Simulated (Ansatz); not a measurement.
2 layers of alpha-tellurene, twisted by 21.8°

Level of theory: PBE+D3(BJ) (plane waves to 420 eV, PAW; Ansatz, an electronic-structure program). No spin–orbit coupling; with elements this heavy it can move edges by tenths of an eV. Its k-point mesh 3×3×1, Fermi–Dirac width 0.01 eV. A dipole correction is on.

* **gap between facing atomic planes**: 3.05 Å
* **step of the vacuum level across the stack (top less bottom)**: 0.00 eV
* **interaction energy of the frozen layers**: -22.6 meV/Å²
* **interaction energy without the D3 term at this geometry**: +0.1 meV/Å²
* **PBE gap over the mesh and listed points off it**: 0.45 eV
* **valence and conduction edges under the vacuum level of the lower face**: 4.81 and 4.36 eV

```
CELL_PARAMETERS angstrom
     11.00216     0.00000     0.00000
     -5.50108     9.52815     0.00000
      0.00000     0.00000    28.60400
ATOMIC_POSITIONS crystal
  Te 0.23474 0.05039 0.31749
  Te 0.38434 0.47895 0.31619
  Te 0.52105 0.90539 0.31619
  Te 0.66667 0.33333 0.31548
  Te 0.81565 0.76526 0.31749
  Te 0.94961 0.18435 0.31749
  Te 0.09461 0.61566 0.31619
  Te 0.00000 0.00000 0.38351
  Te 0.14293 0.42659 0.37974
  Te 0.28366 0.85707 0.37974
  Te 0.43000 0.28682 0.38097
  Te 0.57341 0.71634 0.37974
  Te 0.71318 0.14318 0.38097
  Te 0.85682 0.57000 0.38097
  Te 0.19742 0.24139 0.44663
  Te 0.33333 0.66667 0.44219
  Te 0.47241 0.09513 0.44550
  Te 0.62272 0.52759 0.44550
  Te 0.75861 0.95603 0.44663
  Te 0.90487 0.37728 0.44550
  Te 0.04397 0.80258 0.44663
  Te 0.33333 0.66667 0.55779
  Te 0.19742 0.95603 0.55335
  Te 0.47241 0.37728 0.55449
  Te 0.75861 0.80258 0.55335
  Te 0.62272 0.09513 0.55449
  Te 0.90487 0.52759 0.55449
  Te 0.04397 0.24139 0.55335
  Te 0.14293 0.71634 0.62025
  Te 0.00000 0.00000 0.61648
  Te 0.28366 0.42659 0.62025
  Te 0.57341 0.85707 0.62025
  Te 0.43000 0.14318 0.61902
  Te 0.71318 0.57000 0.61902
  Te 0.85682 0.28682 0.61902
  Te 0.38434 0.90539 0.68380
  Te 0.23474 0.18435 0.68249
  Te 0.52105 0.61566 0.68380
  Te 0.81565 0.05039 0.68249
  Te 0.66667 0.33333 0.68450
  Te 0.94961 0.76526 0.68249
  Te 0.09461 0.47895 0.68380
```
